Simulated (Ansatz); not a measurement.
What Nb → Ta does to Nb2N

Take Nb2N (space group P-31m, No. 162; a = 5.267 Å, c = 4.944 Å; a cell from a computed database, its experimental status unchecked) as the base.

Perturbation: Ta takes the place of Nb on all its sites; the structure is relaxed again.

Computed with DFT with PBEsol, PAW potentials and a 420 eV plane-wave cutoff in Ansatz (a program for electronic structure), no spin-orbit coupling. Γ-centred 10×10×10 mesh, Fermi–Dirac width 0.05 eV.

| quantity | base | changed | shift |
|---|---|---|---|
| volume per atom | 13.20 Å³ | 13.10 Å³ | -0.10 Å³ |
| density | 8.38 g/cm³ | 15.89 g/cm³ | +7.504 g/cm³ |
| lattice parameter a | 5.267 Å | 5.265 Å | -0.002 Å |
| c/a ratio | 0.939 | 0.933 | -0.006 |
| space group | P-31m (No. 162) | P-31m (No. 162) | – |
| band gap | zero | zero | – |

Cost of the whole job for the changed cell (relaxation, final SCF and bands): roughly 3 core-minutes.

Stability against distortions was not tested. For Ta2N in this form, whether it has been made was not checked. All final runs are without spin polarisation. An odd electron count without spin: Ta2N and Nb2N.
